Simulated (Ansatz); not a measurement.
Consider BaO in the rock salt structure (space group Fm-3m, No. 225; a = 5.573 Å).

(Cell as relaxed with PBE.)

Levels (all Ansatz, a first-principles code, PAW): PBE (420 eV, scalar-relativistic without spin-orbit coupling); PBEsol (420 eV, without spin-orbit coupling).

Each level relaxes its own structure.

```tsv
base	PBE	PBEsol
volume per atom	21.64 Å³	20.68 Å³
lattice parameter a	5.573 Å	5.490 Å
band gap	2.10 eV	1.84 eV
```

Modification: cell and atoms relaxed at a pressure of 4.5 GPa.

| quantity | PBE | PBEsol |
|---|---|---|
| electron mass | 1.2 mₑ along k, 0.38 mₑ across (at X) | … |
| lattice parameter a | 5.469 Å | … |
| band gap | 1.91 eV | … |

Question: Predict the PBEsol column.

Answer: 
- electron mass, PBEsol: 1.2 mₑ along k, 0.37 mₑ across (at X)
- lattice parameter a, PBEsol: 5.397 Å
- band gap, PBEsol: 1.63 eV

PBE's lattice parameter a lies 0.072 Å above PBEsol's (1.3 %); PBE's band gap lies 0.28 eV above PBEsol's. Neither level is exact; PBEsol is the comparison here, not a measurement.

Load acts through the strain it causes; cell and atoms are relaxed under it. Effective masses come from finite differences of ±0.01 Å⁻¹. Along k means along the line from Γ to the band edge. Stability against distortions was not tested.
